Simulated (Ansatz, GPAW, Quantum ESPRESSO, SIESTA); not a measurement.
Mg3Zn (Pm-3m, 4 atoms in the cell) computed with different codes at matched settings

Self-consistent single point.

```
Mg3Zn
1.0
    4.27552     0.00000     0.00000
    0.00000     4.27552     0.00000
    0.00000     0.00000     4.27552
Mg Zn
3 1
Direct
  0.50000   0.50000   0.00000
  0.00000   0.50000   0.50000
  0.50000   0.00000   0.50000
  0.00000   0.00000   0.00000
```

Shared settings, as Ansatz (a first-principles code) writes them: kpoints.mp_grid.grid = 4 4 4; scf.occupations.method = fermi_dirac; scf.occupations.width = 0.05 eV. Potentials and cutoffs stand in the table.

```csv
code,model,pressure (GPa),cutoff
Ansatz,"LDA (PW92), PAW files made with PBE",-1.59,420 eV
GPAW,"LDA (Perdew-Wang 92), GPAW PAW datasets LDA (gpaw-data 1.0.1)",-1.58,850 eV
SIESTA,"LDA PW92, numerical atomic orbitals DZP, PseudoDojo LDA standard norm-conserving potentials (rewritten from UPF to PSML)",-0.11,grid 400 Ry
Quantum ESPRESSO,"LDA (PZ), GBRV 1.5 ultrasoft (LDA) pseudopotentials",-1.80,50 Ry
```

The spread over the programs that give each value: pressure within 1.69 GPa.

SIESTA uses small atom-centred bases, whose incompleteness enters pressures, forces and empty levels differently from a plane-wave cutoff. Ansatz's pressure is given at a fixed set of plane waves, as the other plane-wave codes print theirs. The same LDA comes in different parametrisations, which differ slightly. In the pressure, SIESTA (by 1.48) lies more than 1 GPa from the median of the plane-wave programs.

On the base mesh (6 6 6) the same programs gave: Ansatz pressure -1.48 GPa; Quantum ESPRESSO pressure -1.69 GPa; GPAW pressure -1.47 GPa; SIESTA pressure -0.24 GPa.

The starting cell comes from a database of computed structures (which also holds hypothetical and non-ambient phases and stackings), without a prior relaxation at this level.

Left out of this page: ABINIT (with a known weakness of the program); CP2K (on another mesh); Elk (not drawn, or without a comparable value).

Keys are those of Ansatz 0.2.
